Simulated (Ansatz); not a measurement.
```
CELL_PARAMETERS angstrom
      3.89511     0.00000     0.00000
     -1.94755     3.37326     0.00000
      0.00000     0.00000     5.97413
ATOMIC_POSITIONS crystal
  La 0.66667 0.33333 0.75599
  La 0.33333 0.66667 0.24401
  O  0.66667 0.33333 0.35310
  O  0.33333 0.66667 0.64690
  O  0.00000 0.00000 0.00000
```

All values below come from PBEsol with spin-orbit coupling, rigid bands (plane waves, PAW; Ansatz, a program for electronic structure). Condition of this run: hydrostatic pressure 2 GPa (the target of the relaxation). Geometry: cell and atoms relaxed with PBEsol, then loaded as said.

### Question
Predict the hole conductivity mass (n e² τ/σ) at 300 K, by direction if it differs.

### Answer
2.9 (x), 2.9 (y), 1.43 (z) mₑ.

### Question
Predict the electron conductivity mass (n e² τ/σ) at 300 K, by direction if it differs.

### Answer
2.2 (x), 2.2 (y), 1.09 (z) mₑ.

### Question
And the band gap?

### Answer
3.75 eV at this level; semilocal functionals usually fall short of the measured gap.

Rigid bands, one relaxation time for all states, no polarons.
